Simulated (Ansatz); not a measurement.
**Hypothetical P6_3/mmc PtSe2: thickness series**

Start from PtSe2 in the 2H-MoS2 type structure (space group P6_3/mmc, No. 194; a = 3.5046 Å, c = 10.7373 Å; a hypothetical phase, not in the database extracts checked; layered, stacked along the Cartesian z axis).

Free-standing slabs (3 atom(s) a layer) normal to the stacking axis with 15 Å of vacuum; in-plane cell relaxed.

All numbers come from PBEsol-D3(BJ) in Ansatz (plane waves to 420 eV, PAW, spin-orbit coupling left out), earlier PAW set.

Notes on the quantities. excess energy per area of both faces: slab less bulk energy over the cell's area: twice a surface energy; uncertain by up to 0.2 J/m²; layer's space group: with vacuum.

```csv
variant,excess energy per area of both faces,thickness between the outermost nuclei,layer's space group,in-plane lattice parameter a
base,–,–,–,3.505 Å
1 layer,1.30 J/m²,3.01 Å,P-6m2 (No. 187),3.508 Å
2 layers,1.3 J/m²,8.54 Å,P-3m1 (No. 164),3.481 Å
3 layers,1.3 J/m²,13.90 Å,P-6m2 (No. 187),3.493 Å
4 layers,1.3 J/m²,19.26 Å,P-3m1 (No. 164),3.495 Å
```

The excess energy carries the mismatch between the slab's and the bulk's meshes. No phonon test of stability was made. The final runs are not spin-polarised. PtSe2 has a high density of states at the Fermi level and may be magnetic at this level.

Ansatz is a quantum-chemistry and plane-wave program.
